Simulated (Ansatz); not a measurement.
Take TiO$_{2}$ in the rutile structure (space group P4_2/mnm, No. 136; a = 4.643 Å, c = 2.964 Å) as the base. Axes: x, y, z lie along a, b, c of the conventional cell.

Level of theory: PBE in Ansatz (plane waves to 420 eV, PAW, scalar-relativistic without spin-orbit coupling).

Strains are applied to the cell and any free atomic positions relax; under biaxial strain the out-of-plane vector relaxes too.

One change was made to it. Results:

```csv
quantity,base,after
band gap,1.86 eV,1.85 eV
"valence-band top at Γ (three highest levels, from the VBM)","0.00, -0.43, -0.43 eV","0.00, -0.46, -0.46 eV"
width of the top valence band,1.56 eV,1.62 eV
volume per atom,10.65 Å³,10.40 Å³
```

### Question
What was done to the base?
A. biaxial strain −0.60 %, plane normal [001], relaxed out of plane
B. biaxial strain −3.00 %, plane normal [001], relaxed out of plane
C. biaxial strain −1.80 %, plane normal [001], relaxed out of plane

### Answer
C, biaxial strain −1.80 %, plane normal [001], relaxed out of plane. For comparison, the valence-band top at Γ in the other runs: biaxial strain −3.00 %, plane normal [001], relaxed out of plane gives 0.00, -0.44, -0.44 eV; biaxial strain −0.60 %, plane normal [001], relaxed out of plane gives 0.00, -0.44, -0.44 eV.

No phonon test of stability was made. All final runs are without spin polarisation.

Ansatz is a program for electronic structure.
